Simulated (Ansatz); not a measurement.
TiAl under a change: pressure 15 GPa

Start from TiAl (space group P4/mmm, No. 123; a = 2.768 Å, c = 3.996 Å).

It is then changed as follows: cell and atoms relaxed at a pressure of 15 GPa.

Calculations: Kohn–Sham DFT with the LDA functional, run in Ansatz (a first-principles code) with PAW and 420 eV plane waves, scalar-relativistic without spin-orbit coupling. Settings: 17×17×12 k-points, 0.05 eV Fermi–Dirac smearing.

```tsv
quantity	base	changed	shift
density	4.06 g/cm³	4.48 g/cm³	+0.42 g/cm³
c/a ratio	1.444	1.442	-0.002
shortest interatomic distance	276.8 pm	268.0 pm	-8.74 pm
enthalpy H = E + PV relative to the base's energy	–	+1.36 eV/atom	–
band gap	zero	zero	–
```

Load acts through the strain it causes; cell and atoms are relaxed under it. Whether these cells are dynamically stable was not tested. No other phases were tried under pressure. The final runs are not spin-polarised.
